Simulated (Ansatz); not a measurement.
Base system: Rh₂Ge (space group Pnma, No. 62; a = 5.491 Å, b = 4.011 Å, c = 7.578 Å). Axes: x, y, z lie along a, b, c of the conventional cell.

The values are results of r2SCAN in Ansatz (plane waves to 500 eV, PAW, no spin-orbit coupling), earlier PAW set, not measurements.

Before the change:

The shortest interatomic distance comes out as 2.469 Å. The pressure is 0.0 GPa.

The change: strain tensor (xx, yy, zz, yz, xz, xy) = (+1.22, −1.74, −2.23, −0.71, −1.73, −1.15) %, atoms relaxed at fixed cell.

Task: Predict the new energy relative to the base.

Result: The energy grows by 22 meV/atom.

Task: What happens to the shortest interatomic distance?

Result: The shortest interatomic distance drops by 0.049 Å to 2.420 Å.

Task: Estimate the effect on the pressure.

Result: The pressure (mean of the normal stresses, compression positive) goes from zero to 8.3 GPa.

Without a gap, meshes like the base's 7×9×5 leave anisotropic stresses uncertain by several tenths of a GPa, and small strain energies with them. Whether these cells are dynamically stable was not tested. The final runs are not spin-polarised.

Ansatz is a first-principles code.
